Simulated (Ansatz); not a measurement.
Take SnSe2 in the CdI2 type structure (space group P-3m1, No. 164; a = 3.840 Å, c = 6.007 Å; layered, stacked along the Cartesian z axis) as the base. Axes: x lies along a and z along c of the hexagonal cell.

All numbers come from PBE-D3(BJ) (Ansatz, a first-principles code), without spin-orbit coupling.

It is then changed as follows: an isotropic linear strain of −2.50 %, atoms relaxed at fixed cell.

Problem. Predict the stress tensor and what it implies for the stiffness.

Solution. Stress of the strained cell less that of the base (GPa, compression positive):
```
   4.43    0.00    0.00
   0.00    4.43    0.00
   0.00    0.00    2.36
```

Then B = −ΔP/(ΔV/V₀) with ΔV/V₀ = -0.0731 gives secant stiffness values (nonlinear terms included at this strain): B (at held cell shape, above the free-shape value) ≈ 51 GPa.

As a check, the harmonic strain energy −½ V₀ Δσ:ε is 22 meV/atom; the computed energy rise is 20 meV/atom.

No phonon test of stability was made.
